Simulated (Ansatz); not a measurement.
YN (Fm-3m) under hydrostatic pressure: band gap by r2SCAN with spin-orbit coupling, rigid bands (plane waves, PAW; Ansatz, a quantum-chemistry and plane-wave program). The unloaded cell, whose axes the loads refer to:

```cif
data_N4Y4
_chemical_formula_sum 'Y4 N4'
_space_group_name_H-M_alt 'Fm-3m'
_space_group_IT_number 225
_space_group_name_Hall '-F 4 2 3'
_cell_length_a 4.89575
_cell_length_b 4.89575
_cell_length_c 4.89575
_cell_angle_alpha 90.000
_cell_angle_beta 90.000
_cell_angle_gamma 90.000
loop_
_atom_site_label
_atom_site_type_symbol
_atom_site_symmetry_multiplicity
_atom_site_Wyckoff_symbol
_atom_site_fract_x
_atom_site_fract_y
_atom_site_fract_z
_atom_site_occupancy
Y1 Y 4 a 0.00000 0.00000 0.00000 1
N1 N 4 b 0.50000 0.50000 0.50000 1
```
(The calculation used a cell of 2 atoms; values per cell refer to that cell.)

| hydrostatic pressure (GPa) | volume per atom (Å³) | band gap (eV) |
|---|---|---|
| -2 | 14.85 | 0.58 |
| 0 | 14.67 | 0.56 |
| 2 | 14.50 | 0.55 |
| 5 | 14.27 | ? |
| 10 | 13.91 | 0.47 |

Q: Fit a straight line to band gap against the load over the rows given, and predict the row at 5 GPa.

A: The means are x̄ = 2.500 GPa and ȳ = 0.5400; Σ(x − x̄)(y − ȳ) = -0.7600 and Σ(x − x̄)² = 83.00, so the slope is -9.16 meV per GPa, and the rows given lie within 5.4 meV of the line. At 5 GPa the line gives 0.52 eV; the calculation gives 0.52 eV, 0.56 % from it.

Q: With all rows, what volume deformation potential dE_g/d ln V follows?

A: A line through E_g against ln V has the slope 1.7 eV, so the gap narrows under compression.

 Stresses and pressures are the targets of the relaxation. Gaps are resolved to about 0.01 eV. The structure type is held at every load. Geometry: cell and atoms relaxed with r2SCAN.
